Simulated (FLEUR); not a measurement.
Input and output of a self-consistent single point for Re (P6_3/mmc, 4 atoms in the cell) (FLEUR).

Method of the run: PBEsol, all-electron FLAPW (FLEUR), scalar-relativistic valence.

```
CELL_PARAMETERS angstrom
      2.76833     0.00000     0.00000
     -1.38416     2.39744     0.00000
      0.00000     0.00000     8.94511
ATOMIC_POSITIONS crystal
  Re 0.00000 0.00000 0.00000
  Re 0.00000 0.00000 0.50000
  Re 0.33333 0.66667 0.25000
  Re 0.66667 0.33333 0.75000
```

Reference input (self-consistent single point, DFT, PBE, all-electron FLAPW (FLEUR), scalar-relativistic valence): Kmax = 4.3 1/bohr; GmaxXC = 17.2 1/bohr; xcFunctional = pbe; jspins = 1; l_soc = F; mode = hist; fermiSmearingEnergy = 0.00183747 Htr; mesh (inpgen div1-3) = 11 11 3; inpgen gamma flag = false; Gmax = 17.2 1/bohr; numbands = 0; maxIterBroyd = 15. This run's input differs from it in these lines:

```diff
@@ -16,2 +16,3 @@
 &comp jspins=1 /
+&exco xctyp='PBEs' /
 &kpt div1=11 div2=11 div3=3 /
@@ -28,3 +29,3 @@
       <coreElectrons ctail="T" frcor="F" kcrel="0" coretail_lmax="0"/>
-      <xcFunctional name="pbe" relativisticCorrections="F"/>
+      <xcFunctional name="PBEs" relativisticCorrections="F"/>
       <magnetism jspins="1"/>
```

Output, abridged:

```
 Iteration:     1   Distance:      15.30195897 me/bohr^3
 Iteration:     2   Distance:      13.96094602 me/bohr^3
 Iteration:     3   Distance:       6.30297751 me/bohr^3
 Iteration:     4   Distance:       2.04200624 me/bohr^3
 Iteration:     5   Distance:       1.46967255 me/bohr^3
   [... 10 lines left out ...]
 Iteration:    16   Distance:       0.00012017 me/bohr^3
 Iteration:    17   Distance:       0.00006765 me/bohr^3
 Iteration:    18   Distance:       0.00002478 me/bohr^3
 Iteration:    19   Distance:       0.00000786 me/bohr^3
 Run finished successfully
 Stop message:
   Structural relaxation: Done

[file out, last iteration]
             iter=     20
[...]
          total density-effective poten   -1.1648080980E+05
          total charge density-energy d   -1.3135169196E+03
 Updated energy parameters for spin:           1
[...]
 fermi energy and band-weighting factors:

[...]
FERMIE:
          first approx. to ef    (T=0)  :   0.684571 htr   (energy of the highest occ. eigenvalue)
          number of occ. states  (T=0)  :        964
          first approx. to seigv (T=0)  : -22.351220 htr
          sum of weights of occ. states :  30.063361
          sum of semicore charge        :   0.000000 e
FERHIS:  Fermi-Energy by histogram:
          bandgap                     :   0.000364 htr
   [... lines left out ...]
          charge neutrality (T=0)     :   0.126722    (zero if the highest occ. eigenvalue is "entirely" occupied)
     EF_NEWTON:  Adjust Fermi-Energy by Newton-Method.
 Direct bandgap for spin            1 :    5.9384450771569064E-003  Htr
 ---->    free energy=                    -66852.8030269945 htr
   [... lines left out ...]
      extrapolation for T->0
 ---->    total electron energy=          -66852.8025780765 htr
 ***** TOTAL FORCES ON ATOMS *****
 TOTAL FORCE FOR ATOM TYPE=  1  X=  0.000   Y=  0.000   Z=  0.000
                       FX_TOT= 0.000000 FY_TOT= 0.000000 FZ_TOT= 0.000000
 TOTAL FORCE FOR ATOM TYPE=  2  X=  2.616   Y= -1.510   Z=  4.226
                       FX_TOT= 0.000000 FY_TOT= 0.000000 FZ_TOT= 0.000000
 Structural relaxation: Done
```

The run converged in 19 iterations. FLEUR gives forces in its relaxation mode, with a further iteration, so its stop message speaks of a relaxation. 

The starting cell comes from a database of computed structures (which also holds hypothetical and non-ambient phases and stackings), without a prior relaxation at this level. Its lattice was rescaled by a random factor within 2.5 % of one. Spin-orbit coupling is off. Spin polarisation is off. Values depend on the basis (sphere radii, cutoffs, local orbitals), which need not be converged. The log's line on a gap gives a spacing of levels on this mesh, which the program prints for metals too.

Cost on one core of a shared machine: roughly 2 min.
